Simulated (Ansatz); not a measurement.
## C: response to strain

Base system: C in the diamond structure (space group Fd-3m, No. 227; a = 3.5538 Å). Axes: x, y, z lie along the cube axes.

Strains are applied to the cell and any free atomic positions relax; under biaxial strain the out-of-plane vector relaxes too.

Computed with Ansatz (an electronic-structure program) PBEsol, no spin-orbit coupling.

Candidates:
(a) biaxial strain −3.00 %, plane normal [001], relaxed out of plane
(b) biaxial strain −2.50 %, plane normal [001], relaxed out of plane
(c) biaxial strain −1.00 %, plane normal [001], relaxed out of plane
(d) biaxial strain +1.50 %, plane normal [001], relaxed out of plane
(e) biaxial strain +1.00 %, plane normal [001], relaxed out of plane

Base values:

The band gap is 4.03 eV.

Task: Order them by band gap, highest first.

Result: (c) biaxial strain −1.00 %, plane normal [001], relaxed out of plane (3.90 eV), (b) biaxial strain −2.50 %, plane normal [001], relaxed out of plane (3.71 eV), (e) biaxial strain +1.00 %, plane normal [001], relaxed out of plane (3.67 eV), (a) biaxial strain −3.00 %, plane normal [001], relaxed out of plane (3.64 eV), (d) biaxial strain +1.50 %, plane normal [001], relaxed out of plane (3.50 eV)

Stability against distortions was not tested.
